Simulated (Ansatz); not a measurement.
Ansatz (a quantum-chemistry and plane-wave program) run on MnS (P6_3mc, 4 atoms in the cell): relaxation of cell and atoms.

Computed with LDA (PW92), default PAW files made with PBE (plane waves; Ansatz).

The change in words: atoms on their sites; basis.ecutwfc: 420 eV → 355 eV; relax: default → cell and atoms. Reference geometry:
```
CELL_PARAMETERS angstrom
      3.97335     0.00000     0.00000
     -1.98667     3.44102     0.00000
      0.00000     0.00000     6.37424
ATOMIC_POSITIONS crystal
  Mn 0.33333 0.66667 0.00668
  Mn 0.66667 0.33333 0.49886
  S  0.66667 0.33333 0.12615
  S  0.33333 0.66667 0.62614
```
Moments meant for the start (each program seeds them in its own way; μB, in the order of the atoms Mn Mn S S): 4.0 4.0 0.0 0.0.

Reference input (self-consistent single point, DFT, LDA (PW92), plane waves, default PAW files made with PBE): basis.ecutwfc = 420 eV; kpoints.mp_grid.grid = 7 7 3; hamiltonian.xc = lda; hamiltonian.pseudopotentials = {kind: paw} (the program's default PAW files); magnetization.spin_polarized = true; scf.occupations.method = fermi_dirac; scf.occupations.width = 0.1 eV. This run's input differs from it in these lines:

Ansatz 0.2 input:
```diff
@@ -7,3 +7,3 @@
   atoms:
-    - { symbol: Mn, position: [0.333333, 0.666667, 1.006684], spin: 4.0 }
+    - { symbol: Mn, position: [0.333333, 0.666667, 0.998840], spin: 4.0 }
     - { symbol: Mn, position: [0.666667, 0.333333, 0.498860], spin: 4.0 }
@@ -12,3 +12,3 @@
 basis:
-  ecutwfc: 420.0
+  ecutwfc: 355.0
 kpoints:
@@ -22,2 +22,4 @@
   occupations: { method: fermi_dirac, width: 0.1 }
+relax:
+  cell: {}
 output:
```

The program printed (abridged):

```
   [... SCF lines of the steps left out ...]
relax step   1: F+E_penalty+E_count = -9422.45305337 eV  Δ(F+E_penalty+E_count) = +0.000e0 eV  max|allowed force component| = 2.328e-1 eV/Å  Δτ_max = 0.0000 Å  P = -7.441 GPa  Ω = 87.151 Å³  (23 SCF iters, dr2 threshold 1.00e-7 eV, accepted)
relax step   2: F+E_penalty+E_count = -9422.72060688 eV  Δ(F+E_penalty+E_count) = -2.676e-1 eV  max|allowed force component| = 2.516e-1 eV/Å  Δτ_max = 0.0004 Å  P = -3.808 GPa  Ω = 80.379 Å³  energy of the carried Pulay correction = +2.260e-2 eV  [...]
   [... lines left out ...]
relax step  10: F+E_penalty+E_count = -9422.80663456 eV  Δ(F+E_penalty+E_count) = -3.982e-4 eV  max|allowed force component| = 1.422e-4 eV/Å  Δτ_max = 0.0000 Å  P = -0.004 GPa  Ω = 73.479 Å³  energy of the carried Pulay correction = +3.796e-4 eV  (8 [...]
relax step  11: F+E_penalty+E_count = -9422.80616913 eV  Δ(F+E_penalty+E_count) = +4.654e-4 eV  max|allowed force component| = 9.849e-5 eV/Å  Δτ_max = 0.0000 Å  P = -0.007 GPa  Ω = 73.479 Å³  stress off target by 7.81e-3 GPa  SCF on the basis [...]
basis re-selected at this cell: Δ(F+E_penalty+E_count) = +4.654e-4 eV, ΔP = -0.003 GPa vs the last step
the relaxation is at rest under the 6 symmetry operations that the run kept from its start: a minimum is not shown …
the relaxation's final electronic state is not compared with the one that a single-point calculation of its input finds at the relaxed geometry …
Magnetization: 0.0000 μB (21.0000 up, 21.0000 down)
   [... lines left out ...]
Absolute magnetization: 7.9238 μB (∫|ρ↑−ρ↓|, with the PAW one-centre terms)
Free energy (F): -9422.806169 eV
Fermi energy:    9.081944 eV
  cell:  # Å, volume = 73.4789 Å³
   [... lines left out ...]
    - [0.0, -5.948579281138865e-32, 6.030583304543129]
  atoms:
    - { symbol: Mn, position: [0.3333333333333333, 0.6666666666666666, 0.995370720878812] }
    - { symbol: Mn, position: [0.6666666666666666, 0.3333333333333333, 0.49537040641299074] }
    - { symbol: S, position: [0.6666666666666666, 0.3333333333333333, 0.12962458256154416] }
    - { symbol: S, position: [0.3333333333333333, 0.6666666666666666, 0.6296242901466531] }
```

The run converged. 

Summary of the result:
| Item | Result |
|---|---|
| Free energy E − TS (on the zero of these files) | -9422.8062 eV |
| Pressure | -0.01 GPa |
| Size of the cell's spin moment | 0.00 μB |
| Final cell | a = 3.7509 Å, b = 3.7509 Å, c = 6.0306 Å, α = 90.00°, β = 90.00°, γ = 120.00° |
| Final volume per atom | 18.37 Å³ |
| Relaxation steps | 11 |

The starting cell comes from a database of computed structures (which also holds hypothetical and non-ambient phases and stackings), without a prior relaxation at this level. Its lattice was rescaled by up to half a per cent. The magnetic order is the one reached from the typed start; others were not searched systematically. The program warned that a starting moment was not kept. The relaxation keeps the symmetry of its start, so its end need not be a minimum. Ansatz's pressure includes its estimate of the finite-basis (Pulay) stress. Without the estimate this run gives -0.69 GPa. The cutoff lies below the one recommended for these files.

Cost on one core of a shared machine: roughly 2 min.
